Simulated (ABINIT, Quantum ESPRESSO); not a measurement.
An ABINIT input for a self-consistent single point of CdTe (P6_3mc, 4 atoms in the cell) (DFT, PBEsol, plane waves, PAW (JTH v2.0 PBE PAW, files made for PBE)):

```
# CdTe, JTH v2.0 PBE PAW
pp_dirpath "./"
pseudos "Cd.GGA_PBE-JTH.xml, Te.GGA_PBE-JTH.xml"
acell 3*1.0
rprim
         8.7556118823   -0.0000001209    0.0000000000
        -4.3778058365    7.5825823762    0.0000000000
         0.0000000000    0.0000000000   14.3665105816
natom 4
ntypat 2
znucl 48 52
typat 1 1 2 2
xcart
         0.0000000369    2.6750198409    0.0027368748
         2.3166351563    1.3375098885    3.8039518748
         0.0000000369    2.6750198409    2.8481743752
         2.3166351563    1.3375098885    6.6493893752
      Angstrom
ecut 40 Ry
pawecutdg 80 Ry
ixc -116133
occopt 1
nband 20
kptopt 1
ngkpt 6 6 3
nshiftk 1
shiftk 0 0 0
nstep 80
tolvrs 1.0e-11
diemac 4
prtwf 0
prtden 0
```

Task: Give the Quantum ESPRESSO input for the same structure, mesh, smearing and functional.

Result: One input that does it (others would too):

```fortran
&control
   calculation = 'scf',
   prefix = 'scf',
   outdir = './out',
   pseudo_dir = './',
   tprnfor = .true.,
   tstress = .true.,
/
&system
   ibrav = 0,
   nat = 4,
   ntyp = 2,
   ecutwfc = 40,
   ecutrho = 200,
   occupations = 'fixed',
   nbnd = 24,
/
&electrons
   conv_thr = 1.0e-11,
   mixing_beta = 0.4,
/
ATOMIC_SPECIES
Cd   112.4140  cd_pbesol_v1.uspp.F.UPF
Te   127.6000  te_pbesol_v1.uspp.F.UPF
CELL_PARAMETERS bohr
   8.7556118823     0.0000000000     0.0000000000
  -4.3778059412     7.5825823158     0.0000000000
   0.0000000000     0.0000000000    14.3665105816
ATOMIC_POSITIONS crystal
Cd    0.3333333333    0.6666666667    0.0003600000
Cd    0.6666666667    0.3333333333    0.5003600000
Te    0.3333333333    0.6666666667    0.3746400000
Te    0.6666666667    0.3333333333    0.8746400000
K_POINTS automatic
6 6 3  0 0 0
```

Basis, cutoffs, solver keys and any potentials are the target program's own. This input uses DFT, PBEsol, plane waves, GBRV 1.5 ultrasoft (PBESOL) pseudopotentials.

The starting cell comes from a database of computed structures (which also holds hypothetical and non-ambient phases and stackings), without a prior relaxation at this level.
